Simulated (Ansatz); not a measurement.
Data:

```
CdS
1.0
    0.00000     3.00701     2.83420
    3.00701     0.00000     2.83420
    3.00701     3.00701     0.00000
Cd S
1 1
Direct
  0.00000   0.00000   0.00000
  0.25000   0.25000   0.25000
```

Level of theory: r2SCAN with spin-orbit coupling, rigid bands (plane waves, PAW; Ansatz, a first-principles code). Condition of this run: biaxial stress xx = yy = -1 GPa (compression positive) (the target of the relaxation). Cell: cell and atoms relaxed with r2SCAN, then loaded as said.

### Question
What conductivity effective mass do dilute holes have at 300 K?

### Answer
0.88 (x), 0.88 (y), 0.48 (z) mₑ.

### Question
Predict the electron conductivity mass (n e² τ/σ) at 300 K, by direction if it differs.

### Answer
0.165 (x), 0.165 (y), 0.161 (z) mₑ.

### Question
And the band gap?

### Answer
1.41 eV at this level; semilocal functionals usually fall short of the measured gap.

Rigid bands, one relaxation time for all states, no polarons.
